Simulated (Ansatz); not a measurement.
A working Ansatz (a first-principles code) input for K2LiMn2O4 (C2, 18 atoms in the cell) (DFT, PBEsol, plane waves, default PAW files made with PBE):

Ansatz 0.2 input:
```yaml
# K2LiMn2O4
crystal:
  lattice:
    - [4.40258000, -4.73214000, 0.00000000]
    - [4.40258000, 4.73214000, 0.00000000]
    - [-0.54106200, 0.00000000, 6.62980800]
  atoms:
    - { symbol: K, position_ang: [4.40258000, 4.48597408, 0.00000000] }
    - { symbol: K, position_ang: [4.13204900, -4.58487580, 3.31490400] }
    - { symbol: K, position_ang: [1.84532296, -2.31638253, 4.90771537] }
    - { symbol: K, position_ang: [6.41877504, -2.31638253, 1.72209263] }
    - { symbol: Li, position_ang: [4.40258000, -1.38859916, 0.00000000] }
    - { symbol: Li, position_ang: [4.13204900, 1.34250812, 3.31490400] }
    - { symbol: Mn, position_ang: [2.22453485, 1.12350468, 5.20797938], spin: 4.0 }
    - { symbol: Mn, position_ang: [6.03956315, 1.12350468, 1.42182862], spin: 4.0 }
    - { symbol: Mn, position_ang: [5.68247794, -0.97415834, 4.74104200], spin: 4.0 }
    - { symbol: Mn, position_ang: [2.58162006, -0.97415834, 1.88876600], spin: 4.0 }
    - { symbol: O, position_ang: [3.40877867, -2.75514655, 1.25972982] }
    - { symbol: O, position_ang: [4.85531933, -2.75514655, 5.37007818] }
    - { symbol: O, position_ang: [3.15534618, 2.66940017, 4.62190435] }
    - { symbol: O, position_ang: [5.10875182, 2.66940017, 2.00790365] }
    - { symbol: O, position_ang: [2.18810352, -0.18209275, 6.59089103] }
    - { symbol: O, position_ang: [6.07599448, -0.18209275, 0.03891697] }
    - { symbol: O, position_ang: [2.55206169, 0.14395170, 3.53919040] }
    - { symbol: O, position_ang: [5.71203631, 0.14395170, 3.09061760] }
kpoints:
  mp_grid: { grid: [2, 2, 2] }
hamiltonian:
  xc: pbesol
  pseudopotentials: { kind: paw }
magnetization:
  spin_polarized: true
scf:
  occupations: { method: gaussian, width: 0.02 }
output:
  forces: true
  eigenvalues: true
  stress: true
```

The run converged in 15 iterations: free energy E − TS (on the zero of these files) -26437.4917 eV; pressure -5.56 GPa; largest force (vector length) 0.832 eV/Å; size of the cell's spin moment 18.00 μB. Each of these slips is then made, one at a time:

(1)
```diff
-# K2LiMn2O4
+# K4Li2Mn4O9
+    - { symbol: O, position_ang: [5.13816860, -2.81046527, 5.77865336] }
```

(2)
```diff
-  occupations: { method: gaussian, width: 0.02 }
+  occupations: { method: fermi_dirac, width: 1.0 }
```

**Question.** What happens in each case?

**Answer.** 
(1) One atom entered twice. The run converged in 21 iterations without an error; against the sound input the pressure goes from -5.56 to 134.7 GPa, the largest force goes from 0.832 to 1389 eV/Å and the size of the net moment goes from 1.00 to 0.84 μB/atom.

(2) A smearing width that is far too large. The run converged in 21 iterations without an error; against the sound input the free energy goes down by 756 meV/atom, the pressure goes from -5.56 to -6.26 GPa, the largest force goes from 0.832 to 1.008 eV/Å and the size of the net moment goes from 1.00 to 0.00 μB/atom.

The starting cell comes from a database of computed structures (which also holds hypothetical and non-ambient phases and stackings), without a prior relaxation at this level. The magnetic order is the one reached from the typed start; others were not searched systematically. The program warned that, by what it read of turns of the moments, another magnetic order lies lower. In the base run, with a pressure of about -6 GPa the cell is away from its equilibrium volume at this level. Ansatz's pressure includes its estimate of the finite-basis (Pulay) stress.

Left out of this page: 1 run of the series stopped by limits of time or memory; 3 runs of the series outside the window shown, repeating another row's setting, or not comparable.
